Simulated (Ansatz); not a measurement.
Amorphous Hf₁₈O₃₉Y₂, 59 atoms at 8.54 g/cm³, one PBE-relaxed geometry, zone centre. Methods: PBE, scalar-relativistic without spin-orbit coupling (Ansatz, an electronic-structure program); r2SCAN, scalar-relativistic without spin-orbit coupling (Ansatz); HSE06, scalar-relativistic without spin-orbit coupling (Ansatz). Plane waves to 420 eV (r2SCAN 500 eV); exact exchange is cut at the cell's faces. At PBE the levels at the filled edge of the gap are localised (band-tail or defect states). All rungs ran without spin polarisation.

The cell was made by melting and quenching with the CHGNet potential and then relaxed with DFT. O atoms were pushed apart under 1.9 Å during the dynamics, to hinder bonds among them. The hot cell started wider than the set density and was brought back towards it in steps. It is the lowest in DFT energy of 2 quenches. It is a model cell: composition and starting density were chosen by hand, and all elements were melted together. No dispersion term was used. Its density started from a set value of 8.63 and ended at 8.54 g/cm³. The quench (nominally 380 K/ps over its main leg) was far faster than any real one, so the model tends to hold more defects than a real film. A cell of this size samples the disorder only roughly. The volume was free in the relaxation, at fixed shape. Stress components on the final sampling reach 2.7 GPa.

The relaxation ran on the zone centre alone. At PBE the level gap is 3.91 eV on a 2×2×2 Γ-centred mesh, and the spacing at the zone centre alone 3.92 eV.

What zone-centre spacing does r2SCAN give, roughly?

4.36 eV (+0.44 eV against PBE).

What zone-centre spacing does HSE06 give, roughly?

5.46 eV (+1.55 eV against PBE).

The highest filled and the lowest empty state spread over these numbers of atoms (participation numbers): PBE: 5.3 and 19.3; r2SCAN: 5.1 and 17.5; HSE06: 5.0 and 19.6.
